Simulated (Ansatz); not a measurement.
The parent structure is C in the diamond structure (space group Fd-3m, No. 227).

```xyz
2
Lattice="0.0000 1.7801 1.7801 1.7801 0.0000 1.7801 1.7801 1.7801 0.0000" Properties=species:S:1:pos:R:3 pbc="T T T"
C      0.0000     0.0000     0.0000
C      0.8901     0.8901     0.8901
```

Method: r2SCAN, PAW, 500 eV (Ansatz, a first-principles code; no spin-orbit coupling).

Before the change:

```
Property               Value
-------------------  -------
Band gap             4.36 eV
Smallest direct gap  5.90 eV
```

Modification: an isotropic linear strain of +1.50 %; the atoms relax in the strained cell.

### Question
What happens to the band gap, energy relative to the base and smallest direct gap?

### Answer
The band gap drops by 0.10 eV (4.36 eV → 4.26 eV); the energy goes up by 15 meV/atom; the smallest direct gap falls by 0.13 eV (5.90 eV → 5.77 eV).

Whether these cells are dynamically stable was not tested.
